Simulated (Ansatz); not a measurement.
**Ge: isotropic strain +0.50 %**

The parent structure is Ge in the diamond structure (space group Fd-3m, No. 227; a = 5.7617 Å).

It is then changed as follows: every lattice vector is stretched by 0.50 %; the atoms relax in the strained cell.

Method: Ansatz (a quantum-chemistry and plane-wave program), PBE, PAW, cutoff 420 eV, no SOC. Γ-centred 14×14×14 mesh, Fermi–Dirac width 0.05 eV.

```json
[
 {"quantity": "volume per atom", "base": "23.91 Å³", "changed": "24.27 Å³", "shift": "+0.36 Å³"},
 {"quantity": "energy relative to the base (free energy F)", "base": "0 meV/atom", "changed": "+1.0 meV/atom", "shift": "+1.0 meV/atom"},
 {"quantity": "pressure", "base": "0.0 GPa", "changed": "-0.9 GPa", "shift": "-0.85 GPa"},
 {"quantity": "band gap", "base": "zero", "changed": "zero", "shift": "–"}
]
```

Final structure:

```
CELL_PARAMETERS angstrom
      0.00000     2.89524     2.89524
      2.89524     0.00000     2.89524
      2.89524     2.89524     0.00000
ATOMIC_POSITIONS crystal
  Ge 0.00000 0.00000 0.00000
  Ge 0.25000 0.25000 0.25000
```

Cost of the whole job for the changed cell (relaxation, final SCF and bands): very roughly 14 core-seconds.

Stability against distortions was not tested. The zero or small gap of Ge can change with the level of theory.
